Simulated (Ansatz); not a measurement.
A self-consistent single point of CaAl₂Zn₂ (I4mm, 5 atoms in the cell) with Ansatz (a quantum-chemistry and plane-wave program)

Method: LDA (PW92), default PAW files made with PBE (plane waves; Ansatz).

This input was run:

Ansatz 0.2 input:
```yaml
# Ca(AlZn)2
crystal:
  lattice:
    - [-2.050883, 2.050883, 5.725209]
    - [2.050883, -2.050883, 5.725209]
    - [2.050883, 2.050883, -5.725209]
  atoms:
    - { symbol: Ca, position: [0.004367, 0.004367, 0.000000] }
    - { symbol: Al, position: [0.250000, 0.750000, 0.500000] }
    - { symbol: Al, position: [0.750000, 0.250000, 0.500000] }
    - { symbol: Zn, position: [0.391870, 0.391870, 0.000000] }
    - { symbol: Zn, position: [0.608130, 0.608130, 0.000000] }
basis:
  ecutwfc: 420.0
kpoints:
  mp_grid: { grid: [9, 9, 9] }
hamiltonian:
  xc: lda
  pseudopotentials: { kind: paw }
scf:
  occupations: { method: gaussian, width: 0.1 }
output:
  forces: true
  eigenvalues: true
  stress: true
```

Log, with long lists cut:

```
WARN ansatz: RAYON_NUM_THREADS=1 ignored (pool sized by the plan → 1); use --threads N
basis.fft_grid_basis auto: the FFT boxes are laid along the combinations [[1, 0, 1], [0, 1, 1], [0, 0, 1]] of the cell's own vectors, 4.102, 4.102 and 6.418 Å …
Pseudopotentials: kind: paw
Pseudopotential: Ca, paw, valence charge 10
Pseudopotential: Al, paw, valence charge 3
Pseudopotential: Zn, paw, valence charge 12
Crystal: 5 atoms, lattice volume = 96.324 Å³
Basis set: ecut = 420 eV, 1895 PW (Γ), FFT grids on a1+a3, a2+a3, a3
Bands: 25, of which v1, the nominal top of the filled ones, is band 20 counted from 1 (19 counted from 0)
Symmetry: 8 space group operations
Space group: I4mm (ITA 107), of the structure as read, at distance tolerance 4.6e-5 Å
k-points: 75 of 729 (time reversal used)
PAW frozen core: Ca, regenerated for the run's functional, and the local potential with it
PAW frozen core: Al, regenerated for the run's functional, and the local potential with it
PAW frozen core: Zn, regenerated for the run's functional, and the local potential with it
Initial density: superposition of atomic densities (neutral atoms: chi_scale 0, normalization atom), corrected by the library's trained network
Initial wavefunctions: pseudopotential atomic-orbital guess
Eigensolver: davidson
Functional: x = slater, c = lda
SCF iter   1: F=—  HF=-9292.461966 eV  |F-HF|=—  |Δ(HF+E_count)|=         —  Δρ=4.62e-3  dr2=1.98e-2  ethr=1.77e-3  ⟨swp⟩=7.4  Hψ=9443  notcnv=0
all-band conjugate gradients solve this SCF's bands
preconditioner: auto → Kerker (q_TF=auto, 2.357 Å⁻¹)
SCF iter   2: F=—  HF=-9292.459216 eV  |F-HF|=—  |Δ(HF+E_count)|=   2.75e-3  Δρ=2.56e-3  dr2=7.70e-3  ethr=4.95e-5  ⟨swp⟩=1.9  Hψ=3619  notcnv=0  defer=2
SCF iter   3: F=—  HF=-9292.457851 eV  |F-HF|=—  |Δ(HF+E_count)|=   1.37e-3  Δρ=1.45e-3  dr2=9.97e-4  ethr=1.93e-5  ⟨swp⟩=2.0  Hψ=2898  notcnv=0  defer=2
SCF iter   4: F=—  HF=-9292.457299 eV  |F-HF|=—  |Δ(HF+E_count)|=   5.52e-4  Δρ=3.77e-4  dr2=1.41e-4  ethr=2.49e-6  ⟨swp⟩=2.0  Hψ=2741  notcnv=0  defer=2
SCF iter   5: F=—  HF=-9292.457254 eV  |F-HF|=—  |Δ(HF+E_count)|=   4.50e-5  Δρ=8.72e-5  dr2=1.27e-5  ethr=3.52e-7  ⟨swp⟩=2.1  Hψ=2894  notcnv=0  defer=2
SCF iter   6: F=—  HF=-9292.457252 eV  |F-HF|=—  |Δ(HF+E_count)|=   2.13e-6  Δρ=2.30e-5  dr2=9.20e-7  ethr=3.17e-8  ⟨swp⟩=3.0  Hψ=3033  notcnv=0  defer=5
SCF iter   7: F=—  HF=-9292.457252 eV  |F-HF|=—  |Δ(HF+E_count)|=   1.68e-7  Δρ=1.84e-5  dr2=2.13e-7  ethr=2.30e-9  ⟨swp⟩=2.0  Hψ=2981  notcnv=0  defer=5
SCF iter   8: F=-9292.457252 eV  HF=-9292.457252 eV  |F-HF|=5.02e-8  |Δ(HF+E_count)|=   6.88e-8  Δρ=8.05e-6  dr2=4.90e-8  ethr=2.50e-10  ⟨swp⟩=7.1  Hψ=7903  notcnv=0
SCF 1 converged in 8 iterations: F = -9292.457252 eV  dr2 = 4.90e-8
SCF converged after 8 iterations
Free energy (F): -9292.457252 eV
Harris-Foulkes:  -9292.457252 eV  (|F-HF|=5.02e-8)
Internal energy: -9292.448878 eV  (E = F + TS)
E sigma→0 (E₀):  -9292.453065 eV
Entropy (-TS):   -0.008374 eV (-1.675 meV/atom)
Fermi energy:    7.819912 eV
--- Per-component energies (eV) ---
  E_band       = -88.978733
  E_kinetic    = 585.747650
  E_local      = -4673.460089  (includes V_loc(G=0)·N_el)
  E_nonlocal   = 1309.333999
  E_hartree    = 1938.610118
  E_xc         = -486.939964
  E_vxc        = -337.955811  (∫ρ·V_xc dr)
  E_paw        = -5203.227299  (= ΣΔE_a)
  E_vpaw       = -849.856743  (= ΣTr[D̂ρ^β])
  E_aug_tail   = -0.000725  (compensation charges beyond the density's cutoff)
  E_ewald      = -2766.021449
  E_core_change = 3.508882  (= ΣΔE_core)
  E_smearing   = -0.008374  (= −TS)
  E_closure    = -0.000000  (closes the sum)
  Σ components = -9292.457252   (vs F -9292.457252, Δ=0.00e0)
--- Forces (eV/Å), atoms counted from 1 ---
  atom   1  Ca    -0.00000000    -0.00000000    -0.11656228
  atom   2  Al    -0.00000000     0.00000000     0.03443172
  atom   3  Al     0.00000000     0.00000000     0.03443172
  atom   4  Zn    -0.00000000    -0.00000000     0.04270584
  atom   5  Zn     0.00000000    -0.00000000     0.00496084
  max |Σ_I F_I| component: 3.22e-5 eV/Å
--- Stress (GPa, compression-positive) ---
       -4.133831       0.000000      -0.000000
        0.000000      -4.133831       0.000000
       -0.000000      -0.000000      -5.097458
  P = ⅓ Tr σ = -4.4550 GPa (-44.550 kbar)
  The stress holds the Pulay correction. Without it, at fixed plane waves, as pw.x and ABINIT print it: P = -4.4918 GPa
--- Band table (eV; the first three rows and the last of 75) ---
  k-point 0: bands = ["-32.6966", "-13.9996", "-13.9374", "-13.9374", "-1.4634", "0.1831", "0.3108", "0.3108", "0.3403", "0.3997", "0.4732", "0.5597", "0.5597", "0.5708", "0.6459", "3.5194", "3.9576", "7.0171", "7.0171", "8.6106", "9.0851", [...]
  k-point 1: bands = ["-32.6960", "-13.9979", "-13.9443", "-13.9432", "-1.2616", "0.1901", "0.3048", "0.3073", "0.3596", "0.4007", "0.4724", "0.5398", "0.5557", "0.5772", "0.6701", "3.5540", "4.1697", "6.0146", "6.4899", "8.1933", "8.8412", [...]
  k-point 2: bands = ["-32.6943", "-13.9939", "-13.9605", "-13.9580", "-0.7170", "0.1891", "0.2994", "0.3604", "0.3926", "0.4141", "0.4844", "0.5135", "0.5508", "0.5880", "0.7163", "3.5750", "4.6170", "4.8469", "5.9538", "7.2202", "7.4311", [...]
  k-point 74: bands = ["-32.6963", "-14.0005", "-13.9445", "-13.9369", "-0.8795", "0.1036", "0.2272", "0.2417", "0.3047", "0.4539", "0.4892", "0.5501", "0.6469", "0.6605", "0.7273", "1.2317", "5.7799", "6.9641", "7.9246", "8.3374", "9.2327", [...]
```

The run converged in 8 iterations.

The starting cell comes from a database of computed structures (which also holds hypothetical and non-ambient phases and stackings), without a prior relaxation at this level. Its lattice was rescaled by up to half a per cent. One atom was moved a little off its site on purpose. With a pressure of about -4 GPa the cell is away from its equilibrium volume at this level. Ansatz's pressure includes its estimate of the finite-basis (Pulay) stress.
